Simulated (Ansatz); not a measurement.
An Ansatz (a program for electronic structure) input (DFT with r2SCAN, PAW potentials and a 500 eV plane-wave cutoff in Ansatz, no SOC, earlier PAW set):

Ansatz 0.2 input:
```yaml
crystal:
  lattice:
    - [3.8320044442, 0, 0]
    - [-1.9160022221, 3.3186131961, 0]
    - [0, 0, 6.3416519644]
  atoms:
    - { symbol: Si, position: [0.3333333333, 0.6666666667, 0.0630785784] }
    - { symbol: Si, position: [0.6666666667, 0.3333333333, 0.9369214216] }
    - { symbol: Si, position: [0.6666666667, 0.3333333333, 0.5630785784] }
    - { symbol: Si, position: [0.3333333333, 0.6666666667, 0.4369214216] }
basis: { ecutwfc: 500, ecutrho_ratio: 4, xc_grid: 4, fft_grid_basis: typed }
kpoints: { mp_grid: { grid: [10, 10, 5] } }
hamiltonian:
  xc: r2scan
  dispersion: none
  pseudopotentials: { azcp: { folder: ./paw }, kind: paw }
scf: { occupations: { method: fermi_dirac, width: 0.05 }, convergence: { dr2_threshold: 0.0000000004 } }
output: { forces: true, stress: true }
```

Problem. Which symmetry and how many k-points will the program report, and about how many plane waves at Γ?

Solution. Space group P63/mmc (ITA 194) with 24 operations, k-points 42 of 500, and 2033 plane waves at Γ.

No phonon test of stability was made. The cell is Si (space group P6_3/mmc, No. 194; a cell from a computed database, its experimental status unchecked). This is not the structure that Si has at room temperature and ambient pressure.
